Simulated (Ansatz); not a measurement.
ScCuO2 (R-3m), Ansatz (an electronic-structure program) with PBEsol, rigid bands: N_c = 6.54e19 cm⁻³ at 300 K and an electron conductivity mass of 0.664 mₑ along y (a = (1.60, 0.92, 5.64) Å; b = (-1.60, 0.92, 5.64) Å; c = (0.00, -1.85, 5.64) Å).

Q: For 1e17 electrons per cm³ at 300 K, place the Fermi level, estimate the Seebeck coefficient of a parabolic band with constant τ, and give mobility and conductivity for τ = 5 fs.

A: The level lies k_BT ln(N_c/n) = 0.168 eV below the conduction-band minimum. S ≈ −(k_B/e)[ln(N_c/n) + 5/2] = -774 μV/K, against -777 μV/K from the full bands (mean over directions). μ = eτ/m = 13.2 cm²/(V·s) and σ = neμ = 0.212 S/cm. τ is assumed, not computed.

Band transport and this doping are assumed; polarons and phonon drag are left out. Spin-orbit coupling is left out.

Formula and space group known from diffraction (Crystallography Open Database), not checked to be the room-temperature form: ScCuO2 (R-3m).
